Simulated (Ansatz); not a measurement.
Start from Ge in the diamond structure (space group Fd-3m, No. 227; a = 5.676 Å).

Perturbation: Si takes the place of Ge on all its sites; the structure is relaxed again.

Levels (all Ansatz, a first-principles code, PAW, earlier PAW set): PBEsol (420 eV, scalar-relativistic without spin-orbit coupling); r2SCAN (500 eV, scalar-relativistic without spin-orbit coupling); HSE06 (420 eV, no spin-orbit coupling); PBEsol+SOC (420 eV, with spin-orbit coupling); HSE06+SOC (420 eV, with spin-orbit coupling).

One geometry, relaxed with PBEsol, under each level:

Notes on the quantities. hole mass: degenerate bands, along [100].

The valence-band top lists the three highest levels at Γ (Kramers pairs under SOC), from the VBM.

```json
[
 {"level": "PBEsol", "band gap": "0.47 eV", "lowest conduction level above the VBM at special points": "X 0.60 eV; U 1.10 eV; K 1.10 eV; L 1.46 eV", "valence-band top at Γ": "0.00, 0.00, 0.00 eV", "electron mass": "0.93 mₑ along k, 0.19 mₑ across (off the special points)", "hole mass": "0.17, 0.26, 0.26 mₑ (at Γ)", "pressure": "0.00 GPa"},
 {"level": "r2SCAN", "band gap": "0.77 eV", "lowest conduction level above the VBM at special points": "X 0.91 eV; U 1.42 eV; K 1.42 eV; L 1.87 eV", "valence-band top at Γ": "–", "electron mass": "0.91 mₑ along k, 0.19 mₑ across (off the special points)", "hole mass": "0.17, 0.25, 0.25 mₑ (at Γ)", "pressure": "0.57 GPa"},
 {"level": "HSE06", "band gap": "1.13 eV", "lowest conduction level above the VBM at special points": "X 1.28 eV; U 1.81 eV; K 1.81 eV; Γ 3.31 eV", "valence-band top at Γ": "–", "electron mass": "–", "hole mass": "–", "pressure": "–"},
 {"level": "PBEsol+SOC", "band gap": "0.45 eV", "lowest conduction level above the VBM at special points": "X 0.58 eV; U 1.08 eV; K 1.08 eV; L 1.44 eV", "valence-band top at Γ": "0.00, 0.00, -0.05 eV", "electron mass": "0.93 mₑ along k, 0.19 mₑ across (off the special points)", "hole mass": "0.19, 0.26 mₑ (at Γ)", "pressure": "-0.01 GPa"},
 {"level": "HSE06+SOC", "band gap": "1.11 eV", "lowest conduction level above the VBM at special points": "X 1.26 eV; U 1.79 eV; K 1.79 eV; Γ 3.27 eV", "valence-band top at Γ": "0.00, 0.00, -0.05 eV", "electron mass": "–", "hole mass": "–", "pressure": "–"}
]
```

Single points use the geometry relaxed with PBEsol. Their cutoffs differ, which shifts pressures a little. The hybrid gap comes from the SCF mesh plus the semilocal run's edge points and a few special points and is an upper bound. Differences between runs with and without spin-orbit coupling are approximate. Masses are band curvatures over ±0.01 Å⁻¹ around the edge. Along k means along the line from Γ to the band edge. Whether these cells are dynamically stable was not tested. The zero or small gap of Ge can change with the level of theory.
